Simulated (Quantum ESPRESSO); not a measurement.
## Equation of state of fluorite-structure PbF2 (space group 225): energy against volume (Quantum ESPRESSO, PBE)

```yaml
crystal:
  lattice:
    - [0.00000, 2.91719, 2.91719]
    - [2.91719, 0.00000, 2.91719]
    - [2.91719, 2.91719, 0.00000]
  atoms:
    - { symbol: Pb, position: [0.00000, 0.00000, 0.00000] }
    - { symbol: F, position: [0.25000, 0.25000, 0.25000] }
    - { symbol: F, position: [0.75000, 0.75000, 0.75000] }
```

Method of the run: PBE, PSlibrary PAW (PBE) pseudopotentials (plane waves; Quantum ESPRESSO). Settings: ecutwfc = 72 Ry; ecutrho = 432 Ry; occupations = smearing; smearing = fd; degauss = 0.000734986 Ry; potentials = {Pb: Pb.pbe-dn-kjpaw_psl.1.0.0.UPF, F: F.pbe-n-kjpaw_psl.1.0.0.UPF}; K_POINTS = automatic 10 10 10 0 0 0; conv_thr = 1e-10 Ry. The cell above is the first row's. The rows scale it uniformly. In all rows fractional positions and the k mesh are held. E is the free energy at the stated smearing, counted from the lowest row.

| V (Å^3/atom) | E (meV/atom) |
|---|---|
| 16.550 | ? |
| 16.910 | 16.67 |
| 17.270 | 7.44 |
| 17.630 | 2.01 |
| 17.989 | 0.00 |
| 18.349 | 1.03 |
| 18.709 | 4.76 |
| 19.069 | 10.89 |
| 19.428 | 19.18 |

Problem. Using the third-order Birch-Murnaghan form, a cubic in V^(-2/3), estimate the missing E at V = 16.550 from the other rows, showing the fit.

Solution. With u = V^(-2/3) - 0.145, the rows have u = 0.006788, 0.004671, 0.002627, 0.000656, -0.001255, -0.003105, -0.004897, -0.006628. Least squares gives E = 0.028 - 295.62·u + 397946·u² + 1005856·u³. Residuals (row less fit): -0.002, 0.008, -0.006, -0.006, 0.006, 0.008, -0.011, 0.004; standard error 0.009 (degrees of freedom: 4). Its minimum lies at u = 0.000371, so V0 = (0.145371)^(-3/2) = 18.04. There d²E/du² = 798100 and d³E/du³ = 6035000, so B0 = (4/9) × 18.04^(-7/3) × 798100 × 0.160218 = 66.6 GPa (the last factor turns the table's units into GPa), and B0' = 4 + (2/3) × 0.145371 × (6035000)/798100 = 4.7. The program's pressures in the fitted runs (not shown) pass through zero at V = 17.95, 0.50 % from this V0. At the withheld row, u = 0.008981, so E = 0.028 - 295.62 × 0.008981 + 397946 × 0.008981² + 1005856 × 0.008981³ = 30.199 meV/atom. The calculation gives 30.17 meV/atom, 0.029 meV/atom below the prediction (0.1 % of the range of E in the table). The row lies outside the fitted rows, so this is an extrapolation. From the scatter of the fitted rows alone, a prediction at this place has a standard error of 0.028 meV/atom, so the miss is 1.0 times that.

Carrying the step between the two nearest rows on in a straight line would have given 25.90, off by 4.27; series whose last step already gives the withheld value aren't shown. The scan was laid around a cell of about the measured size, scaled by a guess for this functional. This is the high-temperature polymorph. The runs keep the symmetry of the cell, so they don't test it for distortions. Spin-orbit coupling is off. Cutoffs and mesh are single choices, not tested for convergence of this quantity. Series with a scatter that would blur these digits, or in which a gap closes, are not shown. Nor are scans whose minimum lies at an end fitted in this form.
